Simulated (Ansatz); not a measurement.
Consider the following.

```yaml
crystal:
  lattice:
    - [3.17975, 0.00000, 0.00000]
    - [-1.58987, 2.75374, 0.00000]
    - [0.00000, 0.00000, 5.18028]
  atoms:
    - { symbol: Ga, position: [0.33333, 0.66667, 0.00015] }
    - { symbol: Ga, position: [0.66667, 0.33333, 0.50015] }
    - { symbol: N, position: [0.33333, 0.66667, 0.37685] }
    - { symbol: N, position: [0.66667, 0.33333, 0.87685] }
```

No spin polarisation.

Calculations: Kohn–Sham DFT with the PBE functional, run in Ansatz (a first-principles code) with PAW and 420 eV plane waves, scalar-relativistic without spin-orbit coupling. Γ-centred 12×12×6 mesh, Fermi–Dirac width 0.05 eV.

Question: Estimate the gap character.

Answer: Direct at Γ.

Question: What band gap does the calculation give?

Answer: 1.95 eV.

The cells carry an imposed strain or load. Whether these cells are dynamically stable was not tested. The cell was made from GaN in the wurtzite structure (space group P6_3mc, No. 186) by this change: isotropic strain −1.20 %.
